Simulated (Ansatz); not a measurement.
# WC with two functionals, H interstitial (started 1.82 Å from the nearest host atom)

Consider a 20-atom supercell of WC (space group P-6m2, No. 187; a = 2.922 Å, c = 2.847 Å) at its relaxed geometry.

(Cell as relaxed with PBE.)

Levels (all Ansatz, an electronic-structure program, PAW, earlier PAW set): PBE (420 eV, no spin-orbit coupling); PBEsol (420 eV, scalar-relativistic without spin-orbit coupling).

Each level relaxes its own structure.

One thing is altered: a neutral H interstitial (started 1.83 Å from the nearest host atom), atoms relaxed at fixed cell, starting from a slightly rattled geometry.

```tsv
quantity	PBE	PBEsol
final site of the added atom	3 W at 1.74 Å (trigonal planar)	…
largest displacement of a host atom from its site in the perfect cell	0.06 Å	…
pressure	4.0 GPa	…
```

Question: Predict the PBEsol column.

Answer: 
- final site of the added atom, PBEsol: 3 W at 1.74 Å (trigonal planar)
- largest displacement of a host atom from its site in the perfect cell, PBEsol: 0.05 Å
- pressure, PBEsol: 4.2 GPa

The two agree on the final site of the added atom. Neither level is exact; PBEsol is the comparison here, not a measurement.

In so small a cell the defect repeats every few ångströms: this is an ordered compound, not a dilute defect. All final runs are without spin polarisation.
